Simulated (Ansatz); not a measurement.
The reference is Cu₃N (space group Pm-3m, No. 221).

```xyz
4
Lattice="3.7649 0.0000 0.0000 0.0000 3.7649 0.0000 0.0000 0.0000 3.7649" Properties=species:S:1:pos:R:3 pbc="T T T"
Cu     1.8825     0.0000     0.0000
Cu     0.0000     1.8825     0.0000
Cu     0.0000     0.0000     1.8825
N      0.0000     0.0000     0.0000
```

The values are results of PBEsol (Ansatz, a quantum-chemistry and plane-wave program, PAW, no SOC), not measurements.

Before the change:

| Item | Value |
|---|---|
| Valley order | M along ⟨110⟩ 0.02 eV; Γ 1.10 eV |
| Shortest interatomic distance | 3.557 bohr |

Modification: hydrostatic tension (pressure −1 GPa).

Question: What does the calculation give for the valley order and shortest interatomic distance after the change?

Answer: The valley order (the lowest conduction-band minima on the path, energy above the VBM, named in the base's zone) goes from M along ⟨110⟩ 0.02 eV; Γ 1.10 eV to M along ⟨110⟩ 0.04 eV; Γ 1.07 eV; the shortest interatomic distance goes up by 0.009 bohr (3.557 bohr → 3.566 bohr).

Load acts through the strain it causes; cell and atoms are relaxed under it. Stability against distortions was not tested. The final runs are not spin-polarised.
